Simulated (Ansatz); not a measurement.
The reference is Cs3AuS in the anti-perovskite structure (space group Pm-3m, No. 221; a = 6.542 Å; a hypothetical phase, not in the database extracts checked). Axes: x, y, z lie along the cube axes.

One thing is altered: biaxial strain −0.74 %, plane normal [111], relaxed out of plane (Cartesian); in-plane vectors clamped, the third vector and the atoms free.

Levels (all Ansatz, a program for electronic structure, PAW): PBEsol (420 eV, no spin-orbit coupling); r2SCAN (500 eV, scalar-relativistic without spin-orbit coupling).

The geometry is relaxed with PBEsol.

| Item | Result |
|---|---|
| PBEsol lowest conduction level above the VBM at special points | L 1.02 eV; F 1.70 eV; S₂ 1.70 eV; S₀ 1.70 eV |
| PBEsol pressure | 0.04 GPa |
| PBEsol smallest direct gap | 1.12 eV |

Problem. What does r2SCAN give at this geometry for the lowest conduction level above the VBM at special points, pressure and smallest direct gap?

Solution. The lowest conduction level above the VBM at special points changes from L 1.02 eV; F 1.70 eV; S₂ 1.70 eV; S₀ 1.70 eV to L 1.25 eV; F 1.89 eV; S₂ 1.89 eV; S₀ 1.89 eV; the pressure goes up by 0.45 GPa, from 0.04 GPa to 0.49 GPa; the smallest direct gap goes up by 0.23 eV (1.12 eV → 1.35 eV).

Single points use the geometry relaxed with PBEsol. Their cutoffs differ, which shifts pressures a little. Spin-orbit coupling, missing from the scalar runs, can matter with Au. Whether these cells are dynamically stable was not tested. k-point labels follow each cell's own Brillouin zone.
